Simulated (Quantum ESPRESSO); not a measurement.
Input and output of a self-consistent single point for Cr2TeSe (P-6m2, 4 atoms in the cell) (Quantum ESPRESSO).

Computed with PBEsol+U, PseudoDojo standard norm-conserving (PBESOL) pseudopotentials (plane waves; Quantum ESPRESSO).

```
CELL_PARAMETERS angstrom
      3.96139     0.00000     0.00000
     -1.98070     3.43066     0.00000
      0.00000     0.00000     6.33777
ATOMIC_POSITIONS crystal
  Cr 0.66667 0.33333 0.23775
  Cr 0.66667 0.33333 0.76225
  Te 0.00000 0.00000 0.50000
  Se 0.33333 0.66667 0.00000
```
Moments meant for the start (each program seeds them in its own way; μB, in the order of the atoms Cr Cr Te Se): 3.0 3.0 0.0 0.0.

Reference input (self-consistent single point, DFT, PBEsol, plane waves, PseudoDojo standard norm-conserving (PBESOL) pseudopotentials): ecutwfc = 95 Ry; occupations = smearing; smearing = fd; degauss = 0.0073499 Ry; nspin = 2; potentials = {Cr: Cr.upf, Te: Te.upf, Se: Se.upf}; K_POINTS = automatic 6 6 3 0 0 0; conv_thr = 1e-11 Ry; mixing_beta = 0.3. This run's input differs from it in these lines:

```diff
@@ -36,2 +36,4 @@
 6 6 3  0 0 0
+HUBBARD {ortho-atomic}
+U Cr-3d 5
```

Output (repeated stretches shortened):

```
     Self-consistent Calculation

     iteration #  1     ecut=    95.00 Ry     beta= 0.30

     =================== HUBBARD OCCUPATIONS ===================
     ------------------------ ATOM    1 ------------------------
     Tr[ns(  1)] (up, down, total) =   4.51565  0.23675  4.75239
     Atomic magnetic moment for atom   1 =   4.27890
     SPIN  1
     eigenvalues:
       0.799  0.799  0.972  0.973  0.973
     SPIN  2
     eigenvalues:
       0.022  0.022  0.028  0.082  0.082
     ------------------------ ATOM    2 ------------------------
     Tr[ns(  2)] (up, down, total) =   4.51565  0.23675  4.75239
   [... lines left out ...]

     iteration # 16     ecut=    95.00 Ry     beta= 0.30

     total energy              =    -806.82503051 Ry
     estimated scf accuracy    <          1.0E-11 Ry

     total magnetization       =     8.00 Bohr mag/cell
     absolute magnetization    =     9.59 Bohr mag/cell

     iteration # 17     ecut=    95.00 Ry     beta= 0.30

     Magnetic moment per site  (integrated on atomic sphere of radius R)
     atom   1 (R=0.285)  charge= 12.4859  magn=  3.9631
     atom   2 (R=0.285)  charge= 12.4859  magn=  3.9631
     atom   3 (R=0.294)  charge= 13.5097  magn= -0.3414
     atom   4 (R=0.285)  charge= 14.3538  magn= -0.3127
     End of self-consistent calculation

     =================== HUBBARD OCCUPATIONS ===================
     ------------------------ ATOM    1 ------------------------
     Tr[ns(  1)] (up, down, total) =   4.64742  0.25405  4.90147
     Atomic magnetic moment for atom   1 =   4.39337
     SPIN  1
     eigenvalues:
       0.845  0.845  0.985  0.986  0.986
     SPIN  2
     eigenvalues:
       0.022  0.022  0.028  0.091  0.091
     ------------------------ ATOM    2 ------------------------
     Tr[ns(  2)] (up, down, total) =   4.64742  0.25405  4.90147
     Atomic magnetic moment for atom   2 =   4.39337
     SPIN  1
     eigenvalues:
       0.845  0.845  0.985  0.986  0.986
     SPIN  2
     eigenvalues:
       0.022  0.022  0.028  0.091  0.091

     Number of occupied Hubbard levels =    9.8029

   [... lines left out ...]
     the Fermi energy is    11.3490 ev
!    total energy              =    -806.82503051 Ry
     total magnetization       =     8.00 Bohr mag/cell
     absolute magnetization    =     9.59 Bohr mag/cell
   [... lines left out ...]

     Total force =     0.004270     Total SCF correction =     0.000001

          total   stress  (Ry/bohr**3)                   (kbar)     P=       20.14
   0.00014613  -0.00000000   0.00000000           21.50       -0.00        0.00
  -0.00000000   0.00014613  -0.00000000           -0.00       21.50       -0.00
   0.00000000  -0.00000000   0.00011839            0.00       -0.00       17.42

   JOB DONE.
```

The run converged in 17 iterations. Against the reference run the pressure goes from -4.25 to 2.01 GPa, the largest force goes from 0.006 to 0.078 eV/Å and the size of the net moment goes from 1.97 to 2.00 μB/atom.

The starting cell comes from a database of computed structures (which also holds hypothetical and non-ambient phases and stackings), without a prior relaxation at this level. The magnetic order is the one reached from the typed start; others were not searched systematically. With U or open f shells several self-consistent states can exist.

Cost on one core of a shared machine: roughly 5 min.
